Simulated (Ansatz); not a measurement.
The parent structure is ZnSe in the zinc blende structure (space group F-43m, No. 216; a = 5.6333 Å).

The values are results of Ansatz (a program for electronic structure) PBEsol, no spin-orbit coupling, not measurements.

For the base:

- Valley order = Γ 1.24 eV; L along ⟨111⟩ 2.48 eV
- Electron mass = 0.091 mₑ (at Γ)
- Pressure = 0.00 GPa

The change: the cell is scaled by 1.0150 in all directions; the atoms relax in the strained cell.

Task: What happens to the valley order?

Result: The valley order (the lowest conduction-band minima on the path, energy above the VBM, named in the base's zone) goes from Γ 1.24 eV; L along ⟨111⟩ 2.48 eV to Γ 1.07 eV; L along ⟨111⟩ 2.40 eV.

Task: How does this affect the mean gap deformation potential ΔEg/Δln V?

Result: The mean gap deformation potential ΔEg/Δln V comes out as -3.9 eV.

Task: Estimate the effect on the electron mass.

Result: The electron mass becomes 0.083 mₑ (at Γ) (base: 0.091 mₑ (at Γ)).

Task: Predict the new pressure.

Result: The pressure goes from zero to -2.63 GPa.

Effective masses come from finite differences of ±0.01 Å⁻¹. Stability against distortions was not tested.
